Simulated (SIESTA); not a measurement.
Band structure of Li (R-3m, 3 atoms in the cell).

```xyz
3
Lattice="1.5090 0.8712 7.3096 -1.5090 0.8712 7.3096 0.0000 -1.7425 7.3096" Properties=species:S:1:pos:R:3 pbc="T T T"
Li     0.0000     0.0000    17.0393
Li     0.0000     0.0000     4.8895
Li     0.0000     0.0000     0.0000
```

Computed with LDA PW92, numerical atomic orbitals DZP, PseudoDojo LDA standard norm-conserving potentials (rewritten from UPF to PSML) (SIESTA).

Settings: XC.functional = LDA; XC.authors = PW92; potentials = PseudoDojo LDA standard; PAO.BasisSize = DZP; PAO.EnergyShift = 0.01 Ry; MeshCutoff = 400 Ry; kgrid.MonkhorstPack = 10 10 10; OccupationFunction = MP; OccupationMPOrder = 0; ElectronicTemperature = 0.2 eV; PAO.Polarization.NonPerturbative = true; MaxSCFIterations = 150; SCF.Mixer.Method = Pulay; SCF.Mixer.Weight = 0.1.

The starting cell comes from a database of computed structures (which also holds hypothetical and non-ambient phases and stackings), without a prior relaxation at this level. Its lattice was rescaled by a random factor within 2.5 % of one. Values carry the incompleteness of an atom-centred basis.

Levels in eV from the Fermi level, bands 1 to 6:
| point | 1 | 2 | 3 | 4 | 5 | 6 |
|---|---|---|---|---|---|---|
| Γ | -45.55 | -45.53 | -45.49 | -3.61 | -1.60 | -1.59 |
| L | -45.52 | -45.51 | -45.47 | -0.05 | 0.86 | 1.11 |
| B1 | -45.52 | -45.51 | -45.47 | 1.49 | 1.81 | 2.20 |
| B | -45.52 | -45.51 | -45.47 | 1.49 | 1.81 | 2.20 |
| Z | -45.55 | -45.53 | -45.49 | -3.11 | -3.10 | 0.10 |
| X | -45.51 | -45.51 | -45.47 | 1.48 | 1.96 | 2.19 |
| Q | -45.51 | -45.51 | -45.47 | 1.48 | 1.96 | 2.19 |
| F | -45.51 | -45.51 | -45.47 | 0.27 | 0.34 | 1.22 |
| P1 | -45.51 | -45.51 | -45.47 | 0.13 | 0.43 | 1.22 |
| P | -45.51 | -45.51 | -45.47 | 0.13 | 0.43 | 1.22 |

Bands cross the Fermi level along this path, so the cell is metallic at this level.

Higher empty bands are left out: an atom-centred basis made for the valence describes them poorly.
